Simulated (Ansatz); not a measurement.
Cost and result by functional for the adsorption energy of NH2 on the 1x1 (110) surface of 3C silicon carbide (cut with top plane C + Si), one in a 2x2 cell, started at the site 'hollow Si', in Ansatz (plane waves, PAW). Single points on the PBE structure, on one kind of machine; costs are rough ratios of the slab run's core time (references not counted) to the cheapest single point. r2SCAN's cost holds its higher cutoff (500 against 420 eV). Differences are taken against r2SCAN for comparison alone: no measured value is at hand, so the table doesn't rank accuracy.

Host crystal: 3C silicon carbide, with a band gap (PBE, scalar-relativistic without spin-orbit coupling).

Model: 51-atom slab, 7.7 Å thick at the start under the adsorbate (thin: gaps and levels are the slab's own), 3x3x1 mesh, Fermi-Dirac 0.01 eV, dipole correction, 24 atoms held, the rest relaxed; symmetry of the start imposed; spin-polarised, ending with about 1.0 μB a cell; orders that need a larger cell were not tried, no spin-orbit, no U, no dispersion correction. At the end it is bonded to Si. In PBE it is, or lies within 0.03 eV of, the lowest of the starts that converged. These notes are the PBE run's. RPBE: The program's check for a lower electronic state was not made. r2SCAN: The program's check for a lower electronic state was not made. Adsorption energies are against NH3(g) − ½ H2(g). A negative adsorption energy means that the adsorbate is more stable on the surface than in its reference.

```csv
functional,relative cost,adsorption energy (eV),less r2SCAN (eV)
RPBE,1,-0.39,0.41
r2SCAN,2,-0.80,0.00
PBE (the relaxed run's value),–,-0.54,0.26
```

The values span 0.41 eV, while the single points' costs differ by a factor of roughly 2. Differences are of unrounded values.

Ansatz is a program for electronic structure.
